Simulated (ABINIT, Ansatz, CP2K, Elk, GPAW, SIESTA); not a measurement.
PbSe (Fm-3m, 2 atoms in the cell) computed with different codes at matched settings

Self-consistent single point.

```yaml
crystal:
  lattice:
    - [0.00000, 3.06000, 3.06000]
    - [3.06000, 0.00000, 3.06000]
    - [3.06000, 3.06000, 0.00000]
  atoms:
    - { symbol: Pb, position: [0.00000, 0.00000, 0.00000] }
    - { symbol: Se, position: [0.50000, 0.50000, 0.50000] }
```

Shared settings, as Ansatz (a program for electronic structure) writes them: kpoints.mp_grid.grid = 6 6 6; scf.occupations.method = fermi_dirac; scf.occupations.width = 0.01 eV. Potentials and cutoffs stand in the table.

| code | model | pressure (GPa) | gap on the mesh (eV) | cutoff |
|---|---|---|---|---|
| Elk | LDA (PW92), all-electron FP-LAPW, Elk's shipped species files, APW+lo basis with extra local orbitals | – | 0.191 | rgkmax 7.5 |
| Ansatz | LDA (PW92), default PAW files made with PBE | -2.15 | 0.182 | default |
| ABINIT | LDA (PW92), norm-conserving pseudopotentials (PseudoDojo nc-sr-04 LDA standard) | -2.14 | 0.191 | 43 Ha |
| SIESTA | LDA PW92, numerical atomic orbitals TZP, PseudoDojo LDA standard norm-conserving potentials (rewritten from UPF to PSML) | -1.55 | 0.303 | grid 400 Ry |
| CP2K | LDA (Pade form), GPW, DZVP-MOLOPT-SR-GTH basis, GTH-PADE potentials (GTH_POTENTIALS) | -3.02 | 0.190 | grid 400 Ry |
| GPAW | LDA (Perdew-Wang 92), GPAW PAW datasets LDA (gpaw-data 1.0.1) | -2.31 | 0.140 | 600 eV |

A dash marks a value that a program does not give, or that is left out as unsure.

Gaps are read on the mesh.

On Ansatz's run: spin-orbit coupling is off.

The spread over the programs that give each value: pressure within 1.47 GPa; gap on the mesh within 0.163 eV.

SIESTA and CP2K use small atom-centred bases, whose incompleteness enters pressures, forces and empty levels differently from a plane-wave cutoff. Elk treats all electrons, but the usual bases taken here (sphere radii, linearisation, local orbitals, empty states) were not tested for convergence, so the values are no reference for the others. Ansatz's pressure is given at a fixed set of plane waves, as the other plane-wave codes print theirs. In the gap, SIESTA (by 0.121) lies more than 0.12 eV from the median of the plane-wave programs.

The starting cell has typed, rounded lattice constants, without a prior relaxation at this level.

Left out of this page: FLEUR (with a known weakness of the program).

Keys are those of Ansatz 0.2.
